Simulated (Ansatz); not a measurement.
Start from GaN in the zinc blende structure (space group F-43m, No. 216; a = 4.4979 Å).

Levels (all Ansatz, a program for electronic structure, PAW): r2SCAN (500 eV, no SOC); HSE06 (420 eV, without spin-orbit coupling).

Its gap is 2.17 eV with r2SCAN and 3.00 eV with HSE06.

The change: Al replaces 25.0 % of the Ga, ordered in a cell of 8 atoms (starting symmetry Cm) and fully relaxed.

With r2SCAN the gap becomes 2.72 eV.

Question: If the HSE06 correction stayed the same, what would the HSE06 gap be, and what does the HSE06 run give?

Answer: A rigid correction of +0.83 eV gives 3.55 eV. The HSE06 run gives 3.53 eV, so the two effects roughly add.

Single points use the geometry relaxed with r2SCAN. Each cell is one ordered arrangement of few atoms, which overstates ordering effects compared with a random alloy. Whether these cells are dynamically stable was not tested. This is not the structure that GaN has at room temperature and ambient pressure. This is not the structure that AlN has at room temperature and ambient pressure.
